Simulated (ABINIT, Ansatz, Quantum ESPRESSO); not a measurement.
## C (P6_3/mmc, 2 atoms in the cell) computed with different codes at matched settings

Relaxation of cell and atoms.

```yaml
crystal:
  lattice:
    - [2.21719, 0.00000, 0.00000]
    - [-1.10860, 1.92014, 0.00000]
    - [0.00000, 0.00000, 3.59982]
  atoms:
    - { symbol: C, position: [0.33333, 0.66667, 0.25000] }
    - { symbol: C, position: [0.66667, 0.33333, 0.75000] }
```

Shared settings, as Ansatz (a quantum-chemistry and plane-wave program) writes them: kpoints.mp_grid.grid = 17 17 9; scf.occupations.method = gaussian; scf.occupations.width = 0.05 eV. Potentials and cutoffs stand in the table.

```json
[
 {"code": "Quantum ESPRESSO", "model": "PBE, PseudoDojo standard norm-conserving (PBE) pseudopotentials", "final volume (Å³/atom)": "7.00", "cutoff": "85 Ry"},
 {"code": "Ansatz", "model": "PBE, default PAW files", "final volume (Å³/atom)": "6.95", "cutoff": "420 eV"},
 {"code": "ABINIT", "model": "PBE, norm-conserving pseudopotentials (PseudoDojo nc-sr-05 PBE standard)", "final volume (Å³/atom)": "7.00", "cutoff": "41 Ha"}
]
```

The spread over the programs that give each value: final volume within 0.05 Å³/atom.

The programs treat the finite-basis stress differently while the cell relaxes: Ansatz adds an estimate of it, ABINIT smooths its cutoff (ecutsm).

The starting cell was generated: these elements placed on a structure prototype, without a prior relaxation; it need not be a known phase or ordering of this composition. Its lattice was rescaled by a random factor within 2.5 % of one.

Left out of this page: GPAW (not drawn, or without a comparable value); SIESTA (failed or unconverged).

Keys are those of Ansatz 0.2.
